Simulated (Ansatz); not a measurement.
This concerns the formation energy of Si2GeN4 (spinel, Fd-3m) from the elements. Reaction: Ge (diamond) + 2 Si (diamond) + 2 N2 (gas) → Si2GeN4 (spinel). Negative: the products are lower in energy. The value is per atom of the solid.

Si2GeN4 (spinel, Fd-3m), 14 atoms in the cell; this is a cell from a database of computed structures that this text hasn't matched to a measured one, k-point mesh 8×8×8 on the run's own vectors.
```xyz
14
Lattice="0.0000 3.9770 3.9770 3.9770 0.0000 3.9770 3.9770 3.9770 0.0000" Properties=species:S:1:pos:R:3 pbc="T T T"
Si     0.9943     0.9943     0.9943
Si     2.9828     0.9943     2.9828
Si     0.9943     2.9828     2.9828
Si     2.9828     2.9828     0.9943
Ge     3.9770     3.9770     3.9770
Ge     5.9655     5.9655     5.9655
N      4.8776     4.8776     7.0535
N      2.8890     2.8890     2.8890
N      4.8776     7.0535     4.8776
N      2.8890     5.0650     5.0650
N      7.0535     4.8776     4.8776
N      5.0650     2.8890     5.0650
N      7.0535     7.0535     7.0535
N      5.0650     5.0650     2.8890
```

Ge (diamond, Fd-3m), 2 atoms in the cell, k-point mesh 10×10×10 on the run's own vectors. Conventional cell: a = 5.7620 Å, b = 5.7620 Å, c = 5.7620 Å, α = 90.00°, β = 90.00°, γ = 90.00°.

Si (diamond, Fd-3m), 2 atoms in the cell, k-point mesh 10×10×10 on the run's own vectors. Conventional cell: a = b = c = 5.4697 Å, α = β = γ = 90.00°.

An isolated N2 molecule (singlet) in a box of 11 × 11 × 13 Å.

Plane-wave PAW calculations with Ansatz (a program for electronic structure), its PAW set soft_1, cutoff 420 eV. The structures are at rest with PBE; other levels are single points on them. HSE06 runs on coarser k-point meshes, mended by the PBE difference between the two meshes. Neutral cells; Fermi-Dirac smearing of at most 0.05 eV in the solids, energies taken to zero width. The lattices are those relaxed with PBE, so at other levels the solids can be strained, which adds to the spread. A dispersion term (D3(BJ), or D4 for r2SCAN) was computed beside these levels and is taken off wherever the name lacks it. No zero-point or thermal terms. Cells are local rest points, mostly with their start's symmetry.

Task: What value does PBE give?

Result: -0.62 eV/atom, for Ge (diamond) + 2 Si (diamond) + 2 N2 (gas) → Si2GeN4 (spinel).

Task: How does the value move with the functional?

Result: 
```
Level  value (eV/atom)  less PBE
-----  ---------------  --------
HSE06            -0.74     -0.12
```

The levels span 0.12 eV/atom, from HSE06 (-0.74) to PBE (-0.62).
